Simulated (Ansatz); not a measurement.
Consider NbSi₂ (space group P6_222, No. 180; a = 4.810 Å, c = 6.618 Å).

Calculations: PBE/PAW in Ansatz (a quantum-chemistry and plane-wave program), no spin-orbit coupling.

For the base:

```
Item                Value
---------------  --------
c/a ratio           1.376
Volume per atom  14.74 Å³
```

Modification: a hydrostatic pressure of 0.9 GPa.

Q: What happens to the c/a ratio?

A: The c/a ratio stays essentially unchanged (1.376 against 1.377).

Q: What does the calculation give for the volume per atom after the change?

A: The volume per atom drops by 0.075 Å³ (14.74 Å³ → 14.66 Å³).

Load acts through the strain it causes; cell and atoms are relaxed under it. No phonon test of stability was made. The final runs are not spin-polarised. An odd electron count without spin: NbSi2.
